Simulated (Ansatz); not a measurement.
Base system: TiAl (space group P4/mmm, No. 123; a = 2.768 Å, c = 3.996 Å).

Calculations: DFT with LDA, PAW potentials and a 420 eV plane-wave cutoff in Ansatz (a program for electronic structure), no SOC.

| level | lattice parameter a |
|---|---|
| LDA | 2.768 Å |

Problem. From these computed values, estimate the measured ones, and say how each level misses.

Solution. Measured: lattice parameter a 2.8263 Å (temperature not stated; as listed in Rajendra R. Zope, Y. Mishin, Phys. Rev. B (2003)). Computed minus measured — lattice parameter a: LDA -2.1 %. Measured values not marked as corrected hold thermal and zero-point effects that the static-lattice runs lack.

Whether these cells are dynamically stable was not tested. All final runs are without spin polarisation.
